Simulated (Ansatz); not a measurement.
**Hf: response to strain**

The parent structure is Hf in the hcp (Mg type) structure (space group P6_3/mmc, No. 194; a = 3.1591 Å, c = 5.0001 Å). Axes: x lies along a and z along c of the hexagonal cell.

Strains are applied to the cell and any free atomic positions relax; under biaxial strain the out-of-plane vector relaxes too; under stress the whole cell relaxes.

Computed with PBEsol in Ansatz (plane waves to 420 eV, PAW, no spin-orbit coupling).

Notes on the quantities. pressure: mean of the normal stresses, compression positive.

| change | pressure | space group | shortest interatomic distance |
|---|---|---|---|
| base | 0.0 GPa | P6_3/mmc (No. 194) | 5.848 bohr |
| biaxial strain −3.78 %, plane normal [001], relaxed out of plane | [?] | P6_3/mmc (No. 194) | [?] |
| biaxial strain +0.98 %, plane normal [001], relaxed out of plane | -1.3 GPa | P6_3/mmc (No. 194) | 5.842 bohr |
| biaxial strain +4.91 %, plane normal [001], relaxed out of plane | -5.8 GPa | P6_3/mmc (No. 194) | 5.825 bohr |
| isotropic strain −1.29 % | 4.7 GPa | P6_3/mmc (No. 194) | 5.773 bohr |
| isotropic strain +1.18 % | -3.8 GPa | P6_3/mmc (No. 194) | 5.917 bohr |
| uniaxial strain ε_xx = −4.02 % | 4.9 GPa | Cmcm (No. 63) | 5.730 bohr |
| uniaxial strain ε_xx = +1.93 % | -2.1 GPa | Cmcm (No. 63) | 5.865 bohr |
| uniaxial strain ε_zz = +1.15 % | -1.3 GPa | P6_3/mmc (No. 194) | 5.892 bohr |
| uniaxial stress, 5 GPa compression along z | – | P6_3/mmc (No. 194) | 5.756 bohr |

Problem. What belongs in the blanks?

Solution. 
- biaxial strain −3.78 %, plane normal [001], relaxed out of plane, pressure: 5.7 GPa
- biaxial strain −3.78 %, plane normal [001], relaxed out of plane, shortest interatomic distance: 5.744 bohr

Without a gap, meshes like the base's 17×17×9 leave anisotropic stresses uncertain by several tenths of a GPa, and small strain energies with them. Stability under load was not tested beyond the relaxation. The final runs are not spin-polarised.

Ansatz is a quantum-chemistry and plane-wave program.
